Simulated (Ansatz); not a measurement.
Consider NaF in the rock salt structure (space group Fm-3m, No. 225; a = 4.629 Å). Axes: x, y, z lie along the cube axes.

Method: plane-wave PAW DFT at the PBEsol level (Ansatz, a quantum-chemistry and plane-wave program, 420 eV), spin-orbit coupling left out.

Perturbation: biaxial strain −1.00 %, plane normal [001], relaxed out of plane (Cartesian); in-plane vectors clamped, the third vector and the atoms free.

Task: What happens to the ratio −ε⊥/ε∥?

Result: The ratio −ε⊥/ε∥ is 0.45.

Task: Estimate the effect on the in-plane stress.

Result: The mean in-plane stress (compression positive) is +1.2 GPa.

Stability against distortions was not tested.
